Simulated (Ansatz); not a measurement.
**Input and output of a self-consistent single point for CaAl2Zn2 (I4mm, 5 atoms in the cell) (Ansatz, an electronic-structure program)**

Method of the run: LDA (PW92), default PAW files made with PBE (plane waves; Ansatz).

Input:

Ansatz 0.2 input:
```yaml
crystal:
  lattice:
    - [-2.05088300, 2.05088300, 5.72520900]
    - [2.05088300, -2.05088300, 5.72520900]
    - [2.05088300, 2.05088300, -5.72520900]
  atoms:
    - { symbol: Ca, position: [0.00436700, 0.00436700, 0.00000000] }
    - { symbol: Al, position: [0.25000000, 0.75000000, 0.50000000] }
    - { symbol: Al, position: [0.75000000, 0.25000000, 0.50000000] }
    - { symbol: Zn, position: [0.39187000, 0.39187000, 0.00000000] }
    - { symbol: Zn, position: [0.60813000, 0.60813000, 0.00000000] }
basis:
  ecutwfc: 420.0
kpoints:
  mp_grid: { grid: [7, 7, 7] }
hamiltonian:
  xc: lda
  pseudopotentials: { kind: paw }
scf:
  occupations: { method: gaussian, width: 0.1 }
output:
  forces: true
  eigenvalues: true
  stress: true
```

Output (repeated stretches shortened):

```
WARN ansatz: RAYON_NUM_THREADS=1 ignored (pool sized by the plan → 1); use --threads N
basis.fft_grid_basis auto: the FFT boxes are laid along the combinations [[1, 0, 1], [0, 1, 1], [0, 0, 1]] of the cell's own vectors, 4.102, 4.102 and 6.418 Å …
Pseudopotentials: kind: paw
Pseudopotential: Ca, paw, valence charge 10
Pseudopotential: Al, paw, valence charge 3
Pseudopotential: Zn, paw, valence charge 12
Crystal: 5 atoms, lattice volume = 96.324 Å³
Basis set: ecut = 420 eV, 1895 PW (Γ), FFT grids on a1+a3, a2+a3, a3
Bands: 25, of which v1, the nominal top of the filled ones, is band 20 counted from 1 (19 counted from 0)
Symmetry: 8 space group operations
Space group: I4mm (ITA 107), of the structure as read, at distance tolerance 4.6e-5 Å
k-points: 40 of 343 (time reversal used)
PAW frozen core: Ca, regenerated for the run's functional, and the local potential with it
PAW frozen core: Al, regenerated for the run's functional, and the local potential with it
PAW frozen core: Zn, regenerated for the run's functional, and the local potential with it
Initial density: superposition of atomic densities (neutral atoms: chi_scale 0, normalization atom), corrected by the library's trained network
Initial wavefunctions: pseudopotential atomic-orbital guess
Eigensolver: davidson
Functional: x = slater, c = lda
SCF iter   1: F=—  HF=-9292.441818 eV  |F-HF|=—  |Δ(HF+E_count)|=         —  Δρ=4.63e-3  dr2=1.92e-2  ethr=1.77e-3  ⟨swp⟩=7.4  Hψ=5033  notcnv=0
all-band conjugate gradients solve this SCF's bands
preconditioner: auto → Kerker (q_TF=auto, 2.357 Å⁻¹)
SCF iter   2: F=—  HF=-9292.439017 eV  |F-HF|=—  |Δ(HF+E_count)|=   2.80e-3  Δρ=2.54e-3  dr2=6.93e-3  ethr=4.79e-5  ⟨swp⟩=2.0  Hψ=1952  notcnv=0  defer=1
SCF iter   3: F=—  HF=-9292.437727 eV  |F-HF|=—  |Δ(HF+E_count)|=   1.29e-3  Δρ=1.41e-3  dr2=8.81e-4  ethr=1.73e-5  ⟨swp⟩=2.0  Hψ=1555  notcnv=0  defer=1
SCF iter   4: F=—  HF=-9292.437238 eV  |F-HF|=—  |Δ(HF+E_count)|=   4.89e-4  Δρ=3.79e-4  dr2=1.34e-4  ethr=2.20e-6  ⟨swp⟩=2.0  Hψ=1467  notcnv=0  defer=1
SCF iter   5: F=—  HF=-9292.437194 eV  |F-HF|=—  |Δ(HF+E_count)|=   4.42e-5  Δρ=8.99e-5  dr2=8.02e-6  ethr=3.34e-7  ⟨swp⟩=2.0  Hψ=1550  notcnv=0  defer=1
SCF iter   6: F=—  HF=-9292.437195 eV  |F-HF|=—  |Δ(HF+E_count)|=   7.06e-7  Δρ=2.32e-5  dr2=5.42e-7  ethr=2.01e-8  ⟨swp⟩=2.1  Hψ=1529  notcnv=0  defer=2
SCF iter   7: F=—  HF=-9292.437195 eV  |F-HF|=—  |Δ(HF+E_count)|=   3.37e-8  Δρ=1.73e-5  dr2=1.69e-7  ethr=2.50e-10  ⟨swp⟩=7.3  Hψ=4431  notcnv=0
SCF iter   8: F=-9292.437194 eV  HF=-9292.437194 eV  |F-HF|=5.86e-9  |Δ(HF+E_count)|=   7.40e-8  Δρ=5.58e-6  dr2=1.88e-8  ethr=2.50e-10  ⟨swp⟩=4.5  Hψ=3467  notcnv=0
SCF 1 converged in 8 iterations: F = -9292.437194 eV  dr2 = 1.88e-8
SCF converged after 8 iterations
Free energy (F): -9292.437194 eV
Harris-Foulkes:  -9292.437194 eV  (|F-HF|=5.86e-9)
Internal energy: -9292.427684 eV  (E = F + TS)
E sigma→0 (E₀):  -9292.432439 eV
Entropy (-TS):   -0.009510 eV (-1.902 meV/atom)
Fermi energy:    7.854135 eV
--- Per-component energies (eV) ---
  E_band       = -89.020937
  E_kinetic    = 585.817624
  E_local      = -4673.397948  (includes V_loc(G=0)·N_el)
  E_nonlocal   = 1309.297984
  E_hartree    = 1938.530637
  E_xc         = -486.954095
  E_vxc        = -337.974631  (∫ρ·V_xc dr)
  E_paw        = -5203.208593  (= ΣΔE_a)
  E_vpaw       = -849.819690  (= ΣTr[D̂ρ^β])
  E_aug_tail   = -0.000725  (compensation charges beyond the density's cutoff)
  E_ewald      = -2766.021449
  E_core_change = 3.508882  (= ΣΔE_core)
  E_smearing   = -0.009510  (= −TS)
  E_closure    = -0.000000  (closes the sum)
  Σ components = -9292.437194   (vs F -9292.437194, Δ=0.00e0)
--- Forces (eV/Å), atoms counted from 1 ---
  atom   1  Ca    -0.00000000     0.00000000    -0.10040152
  atom   2  Al    -0.00000000    -0.00000000     0.03205922
  atom   3  Al     0.00000000    -0.00000000     0.03205922
  atom   4  Zn    -0.00000000    -0.00000000    -0.00691041
  atom   5  Zn     0.00000000    -0.00000000     0.04317244
  max |Σ_I F_I| component: 2.10e-5 eV/Å
--- Stress (GPa, compression-positive) ---
       -4.399054      -0.000000       0.000000
       -0.000000      -4.399054       0.000000
        0.000000      -0.000000      -4.542729
  P = ⅓ Tr σ = -4.4469 GPa (-44.469 kbar)
  The stress holds the Pulay correction. Without it, at fixed plane waves, as pw.x and ABINIT print it: P = -4.4839 GPa
--- Band table (eV; the first three rows and the last of 40) ---
  k-point 0: bands = ["-32.7111", "-14.0070", "-13.9552", "-13.9552", "-1.4543", "0.1841", "0.3113", "0.3113", "0.3379", "0.3978", "0.4714", "0.5611", "0.5611", "0.5691", "0.6471", "3.5244", "3.9524", "7.0271", "7.0271", "8.6207", "9.0736", [...]
  k-point 1: bands = ["-32.7100", "-14.0043", "-13.9662", "-13.9646", "-1.1253", "0.1938", "0.3057", "0.3083", "0.3686", "0.3999", "0.4704", "0.5319", "0.5546", "0.5792", "0.6839", "3.5747", "4.2876", "5.6624", "6.2998", "7.8864", "8.4066", [...]
  k-point 2: bands = ["-32.7075", "-13.9987", "-13.9882", "-13.9857", "-0.3581", "0.1769", "0.2948", "0.3885", "0.4073", "0.4437", "0.4968", "0.5520", "0.6001", "0.6303", "0.7422", "3.5279", "4.3416", "4.7254", "5.9407", "6.7834", "6.7981", [...]
  k-point 39: bands = ["-32.7105", "-14.0074", "-13.9666", "-13.9543", "-0.8090", "0.1021", "0.2209", "0.2429", "0.3105", "0.4553", "0.4871", "0.5458", "0.6469", "0.6703", "0.7305", "1.2948", "5.3717", "7.0205", "7.9669", "8.4198", "8.9355", [...]
```

The run converged in 8 iterations.

The starting cell comes from a database of computed structures (which also holds hypothetical and non-ambient phases and stackings), without a prior relaxation at this level. Its lattice was rescaled by up to half a per cent. One atom was moved a little off its site on purpose. With a pressure of about -4 GPa the cell is away from its equilibrium volume at this level. Ansatz's pressure includes its estimate of the finite-basis (Pulay) stress.
